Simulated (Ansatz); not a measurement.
Here is the system:

```
CELL_PARAMETERS angstrom
      2.80387     0.00000     0.00000
      1.40194     2.42822     0.00000
      1.40194    -0.80941     2.18879
ATOMIC_POSITIONS crystal
  Pd 0.00000 0.00000 0.00000
```

No spin polarisation.

Level of theory: Ansatz (an electronic-structure program) PBEsol, no spin-orbit coupling. Γ-centred 21×21×21 mesh, Fermi–Dirac width 0.05 eV.

Task: Predict the pressure, space group and band gap.

Result: The pressure (mean of the normal stresses, compression positive) is -4.1 GPa and the space group is R-3m (No. 166). The band gap is zero.

The cells carry an imposed strain or load. Stability against distortions was not tested. All final runs are without spin polarisation. The cell was made from Pd in the fcc (Cu type) structure (space group Fm-3m, No. 225) by this change: biaxial strain +2.31 %, plane normal [111], relaxed out of plane. Pd lies near a magnetic instability that expansion can trigger; it was not tested.
